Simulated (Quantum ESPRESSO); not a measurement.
Quantum ESPRESSO run on MoS2 (P6_3/mmc, 6 atoms in the cell): self-consistent single point.

Computed with PBEsol+U, PseudoDojo standard norm-conserving (PBESOL) pseudopotentials (plane waves; Quantum ESPRESSO 7.5).

```yaml
crystal:
  lattice:
    - [3.18511, 0.00000, 0.00000]
    - [-1.59255, 2.75839, 0.00000]
    - [0.00000, 0.00000, 13.17707]
  atoms:
    - { symbol: Mo, position: [0.00000, 0.00000, 0.25000] }
    - { symbol: Mo, position: [0.00000, 0.00000, 0.75000] }
    - { symbol: S, position: [0.33333, 0.66667, 0.36774] }
    - { symbol: S, position: [0.66667, 0.33333, 0.63226] }
    - { symbol: S, position: [0.66667, 0.33333, 0.86774] }
    - { symbol: S, position: [0.33333, 0.66667, 0.13226] }
```

Reference input (self-consistent single point, DFT, PBEsol, plane waves, PseudoDojo standard norm-conserving (PBESOL) pseudopotentials): ecutwfc = 80 Ry; occupations = smearing; smearing = gaussian; degauss = 0.000734986 Ry; potentials = {Mo: Mo.upf, S: S.upf}; K_POINTS = automatic 12 12 3 0 0 0; conv_thr = 1e-10 Ry; mixing_beta = 0.3. This run's input differs from it in these lines:

```diff
@@ -37,2 +37,4 @@
    0.000000000     0.000000000    13.177072000
+HUBBARD {ortho-atomic}
+U Mo-4d 1
```

Output (repeated stretches shortened):

```
     Self-consistent Calculation

     iteration #  1     ecut=    80.00 Ry     beta= 0.30

     =================== HUBBARD OCCUPATIONS ===================
     ------------------------ ATOM    1 ------------------------
     Tr[ns(  1)] =   4.46312
     eigenvalues:
       0.379  0.379  0.472  0.472  0.530
     ------------------------ ATOM    2 ------------------------
     Tr[ns(  2)] =   4.46312
     eigenvalues:
       0.379  0.379  0.472  0.472  0.530

     Number of occupied Hubbard levels =    8.9262

     total energy              =    -369.26913425 Ry
     estimated scf accuracy    <       0.88547459 Ry

     iteration #  2     ecut=    80.00 Ry     beta= 0.30

     total energy              =    -369.43675879 Ry
     estimated scf accuracy    <       0.43812900 Ry

     iteration #  3     ecut=    80.00 Ry     beta= 0.30

     total energy              =    -369.46456432 Ry
     estimated scf accuracy    <       0.04752521 Ry

   [... 12 blocks of this kind left out ...]

     iteration # 16     ecut=    80.00 Ry     beta= 0.30

     total energy              =    -369.48092724 Ry
     estimated scf accuracy    <          1.8E-10 Ry

     iteration # 17     ecut=    80.00 Ry     beta= 0.30
     End of self-consistent calculation

     =================== HUBBARD OCCUPATIONS ===================
     ------------------------ ATOM    1 ------------------------
     Tr[ns(  1)] =   5.20534
     eigenvalues:
       0.477  0.477  0.533  0.533  0.583
     ------------------------ ATOM    2 ------------------------
     Tr[ns(  2)] =   5.20534
     eigenvalues:
       0.477  0.477  0.533  0.533  0.583

     Number of occupied Hubbard levels =   10.4107

     the Fermi energy is     9.8643 ev

!    total energy              =    -369.48092724 Ry
     estimated scf accuracy    <          4.8E-12 Ry
     smearing contrib. (-TS)   =      -0.00000000 Ry
     internal energy E=F+TS    =    -369.48092724 Ry

     Hubbard energy            =       0.18224087 Ry

     convergence has been achieved in  17 iterations

   [... lines left out ...]

     Total force =     0.010801     Total SCF correction =     0.000007

          total   stress  (Ry/bohr**3)                   (kbar)     P=      -30.14
  -0.00026009   0.00000000   0.00000000          -38.26        0.00        0.00
   0.00000000  -0.00026009  -0.00000000            0.00      -38.26       -0.00
   0.00000000   0.00000000  -0.00009456            0.00        0.00      -13.91

   JOB DONE.
```

The run converged in 17 iterations. Against the reference run the pressure hardly changes (-2.99 to -3.01 GPa), the largest force moves little (0.135 to 0.139 eV/Å) and the gap on the mesh goes from 1.102 to 1.088 eV.

The starting cell comes from a database of computed structures (which also holds hypothetical and non-ambient phases and stackings), without a prior relaxation at this level. Its lattice was rescaled by a random factor within 2.5 % of one. Spin polarisation is off. The U value is a test value, and with U on an open shell several self-consistent states can exist. With a pressure of about -3 GPa the cell is away from its equilibrium volume at this level.

Cost on one core of a shared machine: roughly 5 min.
